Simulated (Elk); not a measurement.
Short convergence ladders for Mg (P-3m1, 2 atoms in the cell)

```yaml
crystal:
  lattice:
    - [1.60018, -2.77160, 0.00000]
    - [1.60018, 2.77160, 0.00000]
    - [0.00000, 0.00000, 5.19437]
  atoms:
    - { symbol: Mg, position: [0.33333, 0.66667, 0.25963] }
    - { symbol: Mg, position: [0.66667, 0.33333, 0.75000] }
```

Base method: LDA (PW92), all-electron FP-LAPW, Elk's shipped species files, default APW+lo basis (Elk).

Base settings: swidth = 0.00367493 Ha; ngridk = 6 6 3; maxscl = 100.

**The k-point mesh at a smearing width of 0.05 eV**

In this ladder: swidth = 0.00183747 Ha.

The second cell is the first with its lattice scaled by 0.98.

Only quantities that move along the ladder and can be compared are tabulated.

| ngridk | free energy less the last step's (meV/atom) | energy of the compressed cell less the first (meV/atom) |
|---|---|---|
| 4 4 3 | -55.43 | -10.54 |
| 5 5 3 | -34.42 | -10.07 |
| 6 6 3 | 46.27 | -10.53 |
| 7 7 4 | -12.81 | -9.10 |
| 9 9 5 | 2.23 | -11.24 |
| 11 11 6 | -9.21 | -11.33 |
| 13 13 7 | 2.51 | -10.50 |
| 16 16 9 | 1.17 | -10.52 |
| 19 19 10 | 0.00 | -10.52 |

State of the free energy at the end of the ladder: still drifting one way, by 2.5 meV/atom over the last two steps, so the last step is no safe reference.

Coarsest ngridk that holds the energy of the compressed cell less the first within 1 meV/atom of the last step, with all finer ones: 9 9 5; the step before is off by 1.4 meV/atom.

**The width of Fermi-Dirac smearing**

In this ladder: ngridk = 10 10 5.

Narrow widths need finer meshes than wide ones, so the last steps can hold mesh noise.

Only quantities that move along the ladder and can be compared are tabulated; pressure and forces are left out, as mesh noise rules them at narrow widths.

```csv
swidth,free energy less the last step's (meV/atom),energy extrapolated to zero width less the last step's (meV/atom)
0.0367493 Ha,-713.95,-9.63
0.0183747 Ha,-179.74,-4.42
0.0110248 Ha,-66.14,-5.53
0.00734986 Ha,-30.55,-4.52
0.00367493 Ha,-7.38,-1.64
0.00183747 Ha,0.00,0.00
```

Widest swidth that holds the energy extrapolated to zero width within 2 meV/atom: not settled: the last two steps still differ by 1.6 meV/atom, over half the tolerance, so the ladder does not show it.

Widest swidth that holds the free energy within 5 meV/atom: not settled: the last two steps still differ by 7.4 meV/atom, over half the tolerance, so the ladder does not show it.

The extrapolation to zero width removes most of the smearing's effect on the energy.

**The width of Methfessel-Paxton smearing**

In this ladder: ngridk = 10 10 5; stype = 1.

Narrow widths need finer meshes than wide ones, so the last steps can hold mesh noise.

Only quantities that move along the ladder and can be compared are tabulated; pressure and forces are left out, as mesh noise rules them at narrow widths.

| swidth | total energy (no entropy term) less the last step's (meV/atom) |
|---|---|
| 0.0367493 Ha | -11.05 |
| 0.0183747 Ha | -1.47 |
| 0.0110248 Ha | 0.42 |
| 0.00734986 Ha | 0.32 |
| 0.00367493 Ha | 0.34 |
| 0.00183747 Ha | 0.00 |

Widest swidth that holds the total energy (no entropy term) within 5 meV/atom of the last step, with all finer ones: 0.0183747 Ha; the step before is off by 11 meV/atom.

On the base run: the starting cell has typed, rounded lattice constants, without a prior relaxation at this level. Its lattice was rescaled by up to half a per cent. One atom was moved a little off its site on purpose. Values depend on the basis (sphere radii, cutoffs, local orbitals), which need not be converged. Without a gap this mesh is coarse (it stands for a supercell whose shortest vector is 16 Å).

Left out of this page: 4 runs of the series outside the window shown, repeating another row's setting, or not comparable.
